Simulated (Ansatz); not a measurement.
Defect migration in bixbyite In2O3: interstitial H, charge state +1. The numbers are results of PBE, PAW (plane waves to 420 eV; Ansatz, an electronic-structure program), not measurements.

Settings: 80 host sites, the relaxed PBE lattice, one k-point at (0.250, 0.250, 0.250), smearing 0.01 eV, spin-restricted, no image-charge correction. Static, classical nuclei. The charge state is imposed; whether it is stable for some Fermi level was not computed. Sites that were not tried may lie lower. The start lies 0.64 eV above the lowest site run (PBE).

Barriers: single points on a 2×2×2 k-point mesh shifted by half a step at the bands' geometries.

The step: a concerted move, in which H travels most; the atom moves 1.59 Å along (0.01, -0.01, -0.15) of the unit cell; the moving atom starts with neighbours In at 2.16; O at 0.98, O at 2.03 Å and ends with In at 2.16; O at 0.98, O at 2.03 Å.

Question: Predict the migration barrier of this step from PBE, PAW.

Answer: 0.36 eV, the same both ways. At the saddle the moving atom has neighbours In at 2.05, In at 2.07; O at 1.22, O at 1.25 Å. The saddle point's order was not checked.
